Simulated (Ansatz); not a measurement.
A one-dimensional CsBr body, 2 atoms a period, stretched and compressed along its axis from its relaxed period of 6.690 Å, atoms relaxed at each length.

```xyz
2
Lattice="11.0000 0.0000 0.0000 0.0000 11.0000 0.0000 0.0000 0.0000 6.6904" Properties=species:S:1:pos:R:3 pbc="T T T"
Cs     5.5000     5.5000     0.0000
Br     5.5000     5.5000     3.3452
```

The numbers are results of PBE (plane waves to 420 eV, PAW; Ansatz, a program for electronic structure), not measurements. Mesh 1×1×46. No spin polarisation. Isolated but for its images some 11 Å away. A hypothetical model. Only distortions within the start's symmetry and period were free. Pairing along the axis, which can open a gap, is among the distortions not tried. Values not marked SOC lack spin–orbit coupling. Buckling under compression is shut out by symmetry and the short period. Energies are free energies at a Fermi–Dirac width of 0.02 eV, from the unstrained cell.

| strain (%) | energy (meV a period) | axial force (nN) | PBE gap (eV) |
|---|---|---|---|
| -3.0 | +23 | -0.40 | 3.73 |
| -1.5 | (withheld) | (withheld) | (withheld) |
| 0.0 | 0 | 0.00 | 3.80 |
| +1.5 | +5 | +0.15 | 3.81 |
| +3.0 | (withheld) | (withheld) | (withheld) |

Task: Some entries are withheld; supply them.

Result: 
- -1.5, energy (meV a period): +6
- -1.5, axial force (nN): -0.18
- -1.5, PBE gap (eV): 3.77
- +3.0, energy (meV a period): +19
- +3.0, axial force (nN): +0.28
- +3.0, PBE gap (eV): 3.81
